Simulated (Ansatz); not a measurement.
Partial pair distribution functions of a relaxed model of amorphous Si20O32C6H16, broadened by 0.06 Å; density 1.80 g/cm³. These are PBE, scalar-relativistic without spin-orbit coupling (plane waves to 420 eV, PAW; Ansatz, an electronic-structure program) values and carry that method's errors.

The cell was made by melting and quenching with the CHGNet potential and then relaxed with DFT. O atoms were pushed apart under 1.9 Å during the dynamics, to hinder bonds among them. The hot cell started wider than the set density and was brought back towards it in steps. It is the lowest in DFT energy of 2 quenches. It is a model cell: composition and starting density were chosen by hand, and all elements were melted together. No dispersion term was used. Its density started from a set value of 1.80 and ended at 1.80 g/cm³. The quench (nominally 340 K/ps over its main leg) was far faster than any real one, so the model tends to hold more defects than a real film. One small periodic cell is one sample of the glass; other quenches scatter about these values. The volume was free in the relaxation, at fixed shape. Stress components on the final sampling reach 1.6 GPa.

```json
[
 {"r (Å)": "1.35", "g Si-O": "0.00", "g Si-C": "0.00", "g Si-Si": "0.00", "g O-O": "0.00"},
 {"r (Å)": "1.45", "g Si-O": "0.41", "g Si-C": "0.00", "g Si-Si": "0.00", "g O-O": "0.00"},
 {"r (Å)": "1.55", "g Si-O": "6.95", "g Si-C": "0.01", "g Si-Si": "0.00", "g O-O": "0.00"},
 {"r (Å)": "1.65", "g Si-O": "14.08", "g Si-C": "0.58", "g Si-Si": "0.00", "g O-O": "0.00"},
 {"r (Å)": "1.75", "g Si-O": "5.28", "g Si-C": "3.73", "g Si-Si": "0.00", "g O-O": "0.00"},
 {"r (Å)": "1.85", "g Si-O": "1.05", "g Si-C": "6.58", "g Si-Si": "0.00", "g O-O": "0.00"},
 {"r (Å)": "1.95", "g Si-O": "0.05", "g Si-C": "5.50", "g Si-Si": "0.00", "g O-O": "0.00"},
 {"r (Å)": "2.05", "g Si-O": "0.01", "g Si-C": "1.67", "g Si-Si": "0.00", "g O-O": "0.00"},
 {"r (Å)": "2.15", "g Si-O": "0.14", "g Si-C": "0.07", "g Si-Si": "0.00", "g O-O": "0.00"},
 {"r (Å)": "2.25", "g Si-O": "0.12", "g Si-C": "0.00", "g Si-Si": "0.07", "g O-O": "0.01"},
 {"r (Å)": "2.35", "g Si-O": "0.08", "g Si-C": "0.19", "g Si-Si": "0.56", "g O-O": "0.18"},
 {"r (Å)": "2.45", "g Si-O": "0.14", "g Si-C": "0.78", "g Si-Si": "0.66", "g O-O": "0.60"},
 {"r (Å)": "2.55", "g Si-O": "0.02", "g Si-C": "0.33", "g Si-Si": "0.17", "g O-O": "2.40"},
 {"r (Å)": "2.65", "g Si-O": "0.16", "g Si-C": "1.60", "g Si-Si": "0.07", "g O-O": "4.94"},
 {"r (Å)": "2.75", "g Si-O": "0.46", "g Si-C": "1.86", "g Si-Si": "0.65", "g O-O": "4.52"},
 {"r (Å)": "2.85", "g Si-O": "0.62", "g Si-C": "1.00", "g Si-Si": "0.94", "g O-O": "1.55"},
 {"r (Å)": "2.95", "g Si-O": "0.43", "g Si-C": "0.14", "g Si-Si": "1.96", "g O-O": "0.71"},
 {"r (Å)": "3.05", "g Si-O": "0.39", "g Si-C": "0.00", "g Si-Si": "2.86", "g O-O": "0.86"},
 {"r (Å)": "3.15", "g Si-O": "0.47", "g Si-C": "0.07", "g Si-Si": "2.82", "g O-O": "0.58"},
 {"r (Å)": "3.25", "g Si-O": "0.45", "g Si-C": "0.47", "g Si-Si": "2.45", "g O-O": "0.56"},
 {"r (Å)": "3.35", "g Si-O": "0.79", "g Si-C": "0.55", "g Si-Si": "1.38", "g O-O": "0.84"},
 {"r (Å)": "3.45", "g Si-O": "0.83", "g Si-C": "0.43", "g Si-Si": "0.45", "g O-O": "0.39"},
 {"r (Å)": "3.55", "g Si-O": "1.06", "g Si-C": "1.02", "g Si-Si": "0.06", "g O-O": "0.38"},
 {"r (Å)": "3.65", "g Si-O": "1.00", "g Si-C": "0.84", "g Si-Si": "0.25", "g O-O": "0.67"},
 {"r (Å)": "3.75", "g Si-O": "1.07", "g Si-C": "0.57", "g Si-Si": "0.51", "g O-O": "0.66"},
 {"r (Å)": "3.85", "g Si-O": "1.50", "g Si-C": "0.71", "g Si-Si": "0.62", "g O-O": "0.92"},
 {"r (Å)": "3.95", "g Si-O": "1.47", "g Si-C": "0.60", "g Si-Si": "1.12", "g O-O": "1.06"},
 {"r (Å)": "4.05", "g Si-O": "1.45", "g Si-C": "1.56", "g Si-Si": "0.78", "g O-O": "0.77"},
 {"r (Å)": "4.15", "g Si-O": "1.72", "g Si-C": "1.92", "g Si-Si": "0.67", "g O-O": "0.75"},
 {"r (Å)": "4.25", "g Si-O": "1.80", "g Si-C": "1.75", "g Si-Si": "0.84", "g O-O": "0.84"},
 {"r (Å)": "4.35", "g Si-O": "1.40", "g Si-C": "1.55", "g Si-Si": "1.15", "g O-O": "0.71"},
 {"r (Å)": "4.45", "g Si-O": "1.10", "g Si-C": "1.14", "g Si-Si": "0.77", "g O-O": "1.04"},
 {"r (Å)": "4.55", "g Si-O": "1.11", "g Si-C": "0.78", "g Si-Si": "0.63", "g O-O": "1.34"},
 {"r (Å)": "4.65", "g Si-O": "0.92", "g Si-C": "1.14", "g Si-Si": "1.08", "g O-O": "0.85"},
 {"r (Å)": "4.75", "g Si-O": "0.74", "g Si-C": "1.30", "g Si-Si": "1.34", "g O-O": "0.82"},
 {"r (Å)": "4.85", "g Si-O": "0.59", "g Si-C": "1.02", "g Si-Si": "1.23", "g O-O": "1.06"},
 {"r (Å)": "4.95", "g Si-O": "0.80", "g Si-C": "0.91", "g Si-Si": "1.59", "g O-O": "1.24"},
 {"r (Å)": "5.05", "g Si-O": "0.72", "g Si-C": "0.92", "g Si-Si": "0.97", "g O-O": "1.38"}
]
```

Within 1.98 Å each Si has 2.85 O neighbours on average.
